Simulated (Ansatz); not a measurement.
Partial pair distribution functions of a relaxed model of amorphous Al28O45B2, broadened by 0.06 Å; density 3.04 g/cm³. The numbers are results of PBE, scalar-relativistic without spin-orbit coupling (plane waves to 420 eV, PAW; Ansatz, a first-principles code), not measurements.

Preparation: random packing, a CHGNet melt and quench, and a DFT relaxation. O atoms were pushed apart under 1.9 Å during the dynamics, to hinder bonds among them. The hot cell started wider than the set density and was brought back towards it in steps. It is the lowest in DFT energy of 2 quenches. It is a model cell: composition and starting density were chosen by hand, and all elements were melted together. No dispersion term was used. Its density started from a set value of 3.01 and ended at 3.04 g/cm³. The simulated quench (nominally 280 K/ps over its main leg) is rapid and tends to freeze in more defects than a deposited or slowly cooled glass has. One small periodic cell is one sample of the glass; other quenches scatter about these values. Volume and shape were free in the relaxation.

```json
[
 {"r (Å)": "1.15", "g Al-O": "0.00", "g O-B": "0.01", "g Al-Al": "0.00", "g O-O": "0.00"},
 {"r (Å)": "1.25", "g Al-O": "0.00", "g O-B": "1.14", "g Al-Al": "0.00", "g O-O": "0.00"},
 {"r (Å)": "1.35", "g Al-O": "0.00", "g O-B": "7.18", "g Al-Al": "0.00", "g O-O": "0.00"},
 {"r (Å)": "1.45", "g Al-O": "0.00", "g O-B": "9.99", "g Al-Al": "0.00", "g O-O": "0.00"},
 {"r (Å)": "1.55", "g Al-O": "0.03", "g O-B": "5.66", "g Al-Al": "0.00", "g O-O": "0.00"},
 {"r (Å)": "1.65", "g Al-O": "1.17", "g O-B": "0.43", "g Al-Al": "0.00", "g O-O": "0.00"},
 {"r (Å)": "1.75", "g Al-O": "6.53", "g O-B": "0.00", "g Al-Al": "0.00", "g O-O": "0.00"},
 {"r (Å)": "1.85", "g Al-O": "7.23", "g O-B": "0.00", "g Al-Al": "0.00", "g O-O": "0.00"},
 {"r (Å)": "1.95", "g Al-O": "2.94", "g O-B": "0.00", "g Al-Al": "0.00", "g O-O": "0.00"},
 {"r (Å)": "2.05", "g Al-O": "0.99", "g O-B": "0.00", "g Al-Al": "0.00", "g O-O": "0.00"},
 {"r (Å)": "2.15", "g Al-O": "0.42", "g O-B": "0.00", "g Al-Al": "0.00", "g O-O": "0.00"},
 {"r (Å)": "2.25", "g Al-O": "0.19", "g O-B": "0.00", "g Al-Al": "0.00", "g O-O": "0.08"},
 {"r (Å)": "2.35", "g Al-O": "0.10", "g O-B": "0.01", "g Al-Al": "0.00", "g O-O": "0.65"},
 {"r (Å)": "2.45", "g Al-O": "0.10", "g O-B": "0.27", "g Al-Al": "0.00", "g O-O": "1.48"},
 {"r (Å)": "2.55", "g Al-O": "0.06", "g O-B": "0.72", "g Al-Al": "0.15", "g O-O": "1.45"},
 {"r (Å)": "2.65", "g Al-O": "0.06", "g O-B": "0.12", "g Al-Al": "0.88", "g O-O": "1.83"},
 {"r (Å)": "2.75", "g Al-O": "0.09", "g O-B": "0.00", "g Al-Al": "1.14", "g O-O": "2.50"},
 {"r (Å)": "2.85", "g Al-O": "0.20", "g O-B": "0.13", "g Al-Al": "1.68", "g O-O": "2.87"},
 {"r (Å)": "2.95", "g Al-O": "0.36", "g O-B": "0.67", "g Al-Al": "2.13", "g O-O": "2.39"},
 {"r (Å)": "3.05", "g Al-O": "0.57", "g O-B": "1.15", "g Al-Al": "2.46", "g O-O": "1.73"},
 {"r (Å)": "3.15", "g Al-O": "0.74", "g O-B": "1.81", "g Al-Al": "2.43", "g O-O": "1.66"},
 {"r (Å)": "3.25", "g Al-O": "0.65", "g O-B": "1.96", "g Al-Al": "2.49", "g O-O": "1.12"},
 {"r (Å)": "3.35", "g Al-O": "0.73", "g O-B": "1.72", "g Al-Al": "2.34", "g O-O": "0.66"},
 {"r (Å)": "3.45", "g Al-O": "0.99", "g O-B": "1.04", "g Al-Al": "1.42", "g O-O": "0.54"},
 {"r (Å)": "3.55", "g Al-O": "1.17", "g O-B": "0.84", "g Al-Al": "0.63", "g O-O": "0.50"},
 {"r (Å)": "3.65", "g Al-O": "1.29", "g O-B": "1.35", "g Al-Al": "0.56", "g O-O": "0.57"},
 {"r (Å)": "3.75", "g Al-O": "1.43", "g O-B": "0.85", "g Al-Al": "0.46", "g O-O": "0.62"},
 {"r (Å)": "3.85", "g Al-O": "1.40", "g O-B": "1.69", "g Al-Al": "0.36", "g O-O": "0.64"},
 {"r (Å)": "3.95", "g Al-O": "1.21", "g O-B": "1.84", "g Al-Al": "0.42", "g O-O": "0.53"},
 {"r (Å)": "4.05", "g Al-O": "1.50", "g O-B": "1.13", "g Al-Al": "0.50", "g O-O": "0.49"},
 {"r (Å)": "4.15", "g Al-O": "1.43", "g O-B": "0.97", "g Al-Al": "0.72", "g O-O": "0.41"},
 {"r (Å)": "4.25", "g Al-O": "1.33", "g O-B": "1.07", "g Al-Al": "0.71", "g O-O": "0.61"},
 {"r (Å)": "4.35", "g Al-O": "1.54", "g O-B": "0.85", "g Al-Al": "0.83", "g O-O": "0.73"},
 {"r (Å)": "4.45", "g Al-O": "1.42", "g O-B": "1.22", "g Al-Al": "1.03", "g O-O": "0.82"},
 {"r (Å)": "4.55", "g Al-O": "1.35", "g O-B": "1.25", "g Al-Al": "1.06", "g O-O": "0.97"}
]
```

Within 2.44 Å each Al has 4.64 O neighbours on average.
